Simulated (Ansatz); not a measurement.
# Amorphous Ga₂₄O₃₇Mg

A CHGNet melt-quench gave the starting glass, which DFT then relaxed. O atoms were pushed apart under 1.9 Å during the dynamics, to hinder bonds among them. The hot cell started wider than the set density and was brought back towards it in steps. It is the lowest in DFT energy of 2 quenches. It is a model cell: composition and starting density were chosen by hand, and all elements were melted together. No dispersion term was used.

Methods: PBE, scalar-relativistic without spin-orbit coupling (Ansatz, an electronic-structure program); r2SCAN, scalar-relativistic without spin-orbit coupling (Ansatz); HSE06, scalar-relativistic without spin-orbit coupling (Ansatz). Geometry, pressure, stress and energy are those of the PBE run. Its sampling: a 2×2×2 Γ-centred mesh; Fermi-Dirac width 0.02 eV; no spin polarisation. Other functionals are single points at the zone centre (r2SCAN at 500 eV; exact exchange cut at the cell's faces), free to take moments where seeds were set. At PBE the levels at the filled edge of the gap are localised (band-tail or defect states), and the nearest spread-out levels lie 1.8 eV apart at the zone centre.

```json
{
  "number_of_atoms_in_the_cell": "62",
  "Density (held, not predicted)": "4.94 g/cm³",
  "volume_per_atom": "12.41 Å³",
  "Pressure on a 2×2×2 Γ-centred mesh": "9.7 kbar",
  "Largest force and stress component on that mesh (the relaxation ran on the zone centre alone)": "0.08 eV/Å and 1.1 GPa",
  "Energy relative to beta Ga2O3 + rock-salt MgO (lowest mix at this level among the phases computed, not always the ambient ones)": "0.141 eV/atom",
  "Level gap on a 2×2×2 Γ-centred mesh (PBE)": "1.53 eV",
  "Level gap at the zone centre (PBE)": "1.51 eV",
  "Level gap at the zone centre (r2SCAN)": "2.06 eV",
  "Level gap at the zone centre (HSE06)": "3.20 eV"
}
```

Bonds are counted up to Ga-Ga 2.68 Å, Ga-O 2.28 Å, Ga-Mg 2.94 Å, O-O 1.58 Å, O-Mg 2.48 Å, Mg-Mg 3.19 Å. Two cations that share two anions don't count as bonded, nor two that share one unless they lie closer than Ga-Ga 2.61 Å, Ga-Mg 2.86 Å, Mg-Mg 3.10 Å.

* **Mean coordination of Ga by anions**: 4.46 (14 with 4, 9 with 5, 1 with 6)
* **Mean coordination of O**: 3.03 (1 with 2, 34 with 3, 2 with 4)
* **Mean coordination of Mg by anions**: 5.00 (1 with 5)
* **Mean Ga-O bond**: 1.924 Å (spread 0.075 Å, 107 counted)
* **Mean O-Mg bond**: 2.121 Å (spread 0.154 Å, 5 counted)

Its density started from a set value of 4.94 g/cm³. Cooling (nominally 330 K/ps over its main leg) ran many orders faster than in experiment, which tends to leave more defects and strain. Values belong to this one cell and scatter from quench to quench. The volume was held where the preparation left it and the shape relaxed, at a PBE pressure of 1.0 GPa. Stress components on the final sampling reach 1.1 GPa.
